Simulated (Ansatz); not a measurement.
We consider SiB₃ (Imma, No. 74, 32 atoms in the cell; start mp-569128), described by PBEsol (PAW; Ansatz, an electronic-structure program).

Settings: plane-wave cutoff 520 eV, 8×8×8 k mesh, Fermi–Dirac smearing 0.01 eV, scalar-relativistic PAW data made under PBE.

Cell (relaxed with PBEsol):

```cif
data_B48Si16
_chemical_formula_sum 'Si16 B48'
_space_group_name_H-M_alt 'Imma'
_space_group_IT_number 74
_space_group_name_Hall '-I 2b 2'
_cell_length_a 8.31576
_cell_length_b 12.53420
_cell_length_c 6.19940
_cell_angle_alpha 90.000
_cell_angle_beta 90.000
_cell_angle_gamma 90.000
loop_
_space_group_symop_operation_xyz
  'x, y, z'
  '-x, -y, -z'
  '-x, -y+1/2, z'
  'x, y+1/2, -z'
  'x, -y, -z'
  '-x, y, z'
  '-x, y+1/2, -z'
  'x, -y+1/2, z'
  'x+1/2, y+1/2, z+1/2'
  '-x+1/2, -y+1/2, -z+1/2'
  '-x+1/2, -y, z+1/2'
  'x+1/2, y, -z+1/2'
  'x+1/2, -y+1/2, -z+1/2'
  '-x+1/2, y+1/2, z+1/2'
  '-x+1/2, y, -z+1/2'
  'x+1/2, -y, z+1/2'
loop_
_atom_site_label
_atom_site_type_symbol
_atom_site_symmetry_multiplicity
_atom_site_Wyckoff_symbol
_atom_site_fract_x
_atom_site_fract_y
_atom_site_fract_z
_atom_site_occupancy
Si1 Si 8 i 0.26811 0.25000 0.06332 1
Si2 Si 8 h 0.00000 0.65415 0.00222 1
B1 B 8 h 0.00000 0.07406 0.72339 1
B2 B 16 j 0.38902 0.11254 0.00244 1
B3 B 16 j 0.17551 0.00148 0.65440 1
B4 B 8 h 0.00000 0.06920 0.27208 1
```
(The calculation used a cell of 32 atoms; values per cell refer to that cell.)

Q: Give the computed band gap, smallest direct gap on the k points sampled and direct gap at Γ.

A: 
* **band gap**: 1.33 eV (indirect)
* **smallest direct gap on the k points sampled**: 1.36 eV
* **direct gap at Γ**: 1.53 eV

A start named mp-… is a Materials Project structure, which need not be a measured phase.
